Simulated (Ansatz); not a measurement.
Functionals compared on F on the 1x1 (111) surface of fcc Ag, one in a 2x2 cell, started at the site 'hollow Ag-Ag-Ag over Ag at depth 2.4 Å', in Ansatz (plane waves, PAW). The structure was relaxed with PBE; the other rows are single points on it, each with its references at the same level. Cutoff 420 eV (500 eV for r2SCAN).

Set-up: 17 atoms, 7.1 Å thick at the start under the adsorbate (thin: gaps and levels are the slab's own); mesh 6x6x1; 0.1 eV smearing; dipole correction on; 8 atoms held, the rest relaxed; held to the start's symmetry, so lower structures may exist; no spin, no spin-orbit, no U, no dispersion correction. At the end it is bonded to 3 Ag. In PBE it is, or lies within 0.03 eV of, the lowest of the starts that converged. These notes are the PBE run's. Adsorption energies are against ½ F2(g). A negative adsorption energy means that the adsorbate is more stable on the surface than in its reference.

```csv
functional,adsorption energy (eV),work function of the top face (eV),change of the work function (eV),rough cost of the single point
PBE,-2.40,5.79,1.35,–
RPBE,-2.25,5.60,1.35,very roughly 50 core-seconds
r2SCAN,-2.78,5.80,1.39,very roughly 110 core-seconds
```

Ansatz is a quantum-chemistry and plane-wave program.
